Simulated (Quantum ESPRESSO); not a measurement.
Band structure of TmZn (Pm-3m, 2 atoms in the cell).

```
CELL_PARAMETERS angstrom
      3.51400     0.00000     0.00000
      0.00000     3.51400     0.00000
      0.00000     0.00000     3.51400
ATOMIC_POSITIONS crystal
  Zn 0.50000 0.50000 0.50000
  Tm 0.00000 0.00000 0.00000
```
Moments meant for the start (each program seeds them in its own way; μB, in the order of the atoms Zn Tm): 0.0 2.0.

Method of the run: PBEsol, SSSP 1.1.2 efficiency (PBE) pseudopotentials (plane waves; Quantum ESPRESSO 7.5).

Settings: ecutwfc = 50 Ry; ecutrho = 400 Ry; occupations = smearing; smearing = fd; degauss = 0.0073499 Ry; nspin = 2; input_dft = pbesol; potentials = {Zn: Zn_pbe_v1.uspp.F.UPF, Tm: Tm.GGA-PBE-paw-v1.0.UPF}; K_POINTS = automatic 5 5 5 0 0 0; conv_thr = 1e-10 Ry; mixing_beta = 0.4.

The starting cell comes from a database of published, mostly measured structures (it also holds non-ambient and calculated ones), without a prior relaxation at this level. Spin-orbit coupling is off. With one magnetic atom in the cell only a parallel order is possible. With U or open f shells several self-consistent states can exist. The f electrons are in the valence without U or exact exchange, which can misplace them near the Fermi level. Spin-orbit terms, which matter for f shells, are left out.

Levels in eV from the Fermi level, bands 19 to 26 of the first spin channel:
| point | 19 | 20 | 21 | 22 | 23 | 24 | 25 | 26 |
|---|---|---|---|---|---|---|---|---|
| Γ | -1.14 | -1.14 | -1.09 | 0.63 | 0.63 | 5.10 | 5.10 | 5.10 |
| X | -1.15 | -1.09 | -1.06 | -1.06 | 1.20 | 2.11 | 2.11 | 5.99 |
| M | -1.15 | -1.15 | -1.04 | -0.01 | -0.01 | 0.42 | 3.91 | 3.91 |
| R | -1.39 | -1.39 | -1.13 | -1.13 | -1.13 | 0.23 | 5.67 | 5.67 |

Bands cross the Fermi level along this path, so the cell is metallic at this level.

The net moment of the cell came out as 1.27 μB.
